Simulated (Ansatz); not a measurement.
Input and output of a relaxation of cell and atoms for CsSiI₃ (R3m, 5 atoms in the cell) (Ansatz, a first-principles code).

Computed with LDA (PW92), PAW files made with PBE (plane waves; Ansatz).

```xyz
5
Lattice="4.2423 2.4493 3.6912 -4.2423 2.4493 3.6912 0.0000 -4.8986 3.6912" Properties=species:S:1:pos:R:3 pbc="T T T"
Cs     0.0000     0.0000     0.0112
Si     0.0000     0.0000     5.1233
I      0.0000     2.3145     3.8135
I     -2.0044    -1.1573     3.8135
I      2.0044    -1.1573     3.8135
```

Reference input (self-consistent single point, DFT, LDA (PW92), plane waves, PAW files made with PBE): basis.ecutwfc = 420 eV; kpoints.mp_grid.grid = 4 4 4; hamiltonian.xc = lda; hamiltonian.pseudopotentials = {kind: paw} (the program's default PAW files); scf.occupations.method = fermi_dirac; scf.occupations.width = 0.05 eV. This run's input differs from it in these lines:

```diff
@@ -25,2 +25,4 @@
     width: 0.05
+relax:
+  cell: {}
 output:
```

Output, abridged:

```
   [... SCF lines of the steps left out ...]
relax step   1: F+E_penalty+E_count = -28184.74392259 eV  Δ(F+E_penalty+E_count) = +0.000e0 eV  max|allowed force component| = 1.750e-2 eV/Å  Δτ_max = 0.0000 Å  P = -1.784 GPa  Ω = 230.122 Å³  (8 SCF iters, dr2 threshold 1.00e-7 eV, accepted)
relax step   2: F+E_penalty+E_count = -28184.93962573 eV  Δ(F+E_penalty+E_count) = -1.957e-1 eV  max|allowed force component| = 5.292e-2 eV/Å  Δτ_max = 0.0569 Å  P = -1.263 GPa  Ω = 210.647 Å³  energy of the carried Pulay correction = +1.852e-3 eV  [...]
   [... lines left out ...]
relax step   8: F+E_penalty+E_count = -28185.05531695 eV  Δ(F+E_penalty+E_count) = -1.555e-4 eV  max|allowed force component| = 2.503e-3 eV/Å  Δτ_max = 0.0143 Å  P = +0.006 GPa  Ω = 187.909 Å³  energy of the carried Pulay correction = +4.234e-3 eV  [...]
relax step   9: F+E_penalty+E_count = -28185.05155884 eV  Δ(F+E_penalty+E_count) = +3.758e-3 eV  max|allowed force component| = 2.949e-3 eV/Å  Δτ_max = 0.0000 Å  P = +0.000 GPa  Ω = 187.909 Å³  stress off target by 2.41e-4 GPa  SCF on the basis [...]
basis re-selected at this cell: Δ(F+E_penalty+E_count) = +3.758e-3 eV, ΔP = -0.006 GPa vs the last step
the relaxation is at rest under the 6 symmetry operations that the run kept from its start: a minimum is not shown …
Stability not checked: this state was not tested for a lower state beside it, because too few of the mixer's solves of this state at the end of the SCF gave a …
Free energy (F): -28185.051559 eV
Internal energy: -28185.049689 eV  (E = F + TS)
   [... lines left out ...]
Fermi energy:    6.938008 eV
  cell:  # Å, volume = 187.9093 Å³
   [... lines left out ...]
    - { symbol: Si, position: [0.4717759269897094, 0.4717759269897094, 0.4717759269897094] }
    - { symbol: I, position: [0.5058265289823315, 0.5058265289823315, 0.009110971893201036] }
    - { symbol: I, position: [0.009110971893200981, 0.5058265289823316, 0.5058265289823315] }
    - { symbol: I, position: [0.5058265289823316, 0.009110971893200981, 0.5058265289823315] }
```

The run converged. 

Summary of the result:
```
Quantity                                                                                                             Value
-----------------------------------------------  -------------------------------------------------------------------------
Free energy E − TS (on the zero of these files)                                                             -28185.0516 eV
Gap on the k-point mesh                                                                                            0.21 eV
Pressure                                                                                                          0.00 GPa
Largest force (vector length)                                                                                   0.003 eV/Å
Final cell                                       a = 5.729 Å, b = 5.729 Å, c = 5.729 Å, α = 88.89°, β = 88.89°, γ = 88.89°
Final volume per atom                                                                                             37.58 Å³
Relaxation steps                                                                                                         9
```

The starting cell comes from a database of computed structures (which also holds hypothetical and non-ambient phases and stackings), without a prior relaxation at this level. Spin-orbit coupling is off. The relaxation keeps the symmetry of its start, so its end need not be a minimum. Ansatz's pressure includes its estimate of the finite-basis (Pulay) stress.

Cost on one core of a shared machine: roughly 40 s.

Keys are those of Ansatz 0.2.
